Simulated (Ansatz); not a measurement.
Where the default PAW files enter, the runs use the earlier of Ansatz's two default sets.

Data:

```
CELL_PARAMETERS angstrom
      2.90520     0.00000     0.00000
      0.00000     7.60454     0.00000
      0.00000    -3.80227     6.58572
ATOMIC_POSITIONS crystal
  Si 0.25000 0.82495 0.23108
  Si 0.75000 0.17505 0.76892
  Si 0.75000 0.23108 0.40613
  Si 0.25000 0.76892 0.59387
  Si 0.25000 0.40613 0.17505
  Si 0.75000 0.59387 0.82495
  N  0.25000 0.66667 0.33333
  N  0.75000 0.33333 0.66667
  N  0.25000 0.66985 0.96919
  N  0.75000 0.33015 0.03081
  N  0.75000 0.96919 0.29934
  N  0.25000 0.03081 0.70066
  N  0.25000 0.29934 0.33015
  N  0.75000 0.70066 0.66985
```

Space group of this cell: P6_3/m. The cell is taken as given.

Computed with r2SCAN (plane waves, PAW; Ansatz, a program for electronic structure).

The current runs along the normal of the first two printed vectors; no spin-orbit coupling. Scaled by the factor s: both lengths across the current (ions clamped). Meshes 10×6×6 and 10×4 across the current in all rows.

| s | mean pressure (GPa) | band gap (eV) |
|---|---|---|
| 0.98 | 11.8 | ? |
| 1.00 | 0.1 | 5.00 |
| 1.02 | -9.6 | 4.67 |

Q: Take the slope of the band gap against ln s from the two given rows, extrapolate to s = 0.98, and say what the run there gives.

A: Slope = (4.67 − 5.00) / ln 1.02 = -16.7 eV. The line gives 5.00 + (-16.7) × ln 0.98 = 5.34 eV. The run gives 5.34 eV, as the line does.
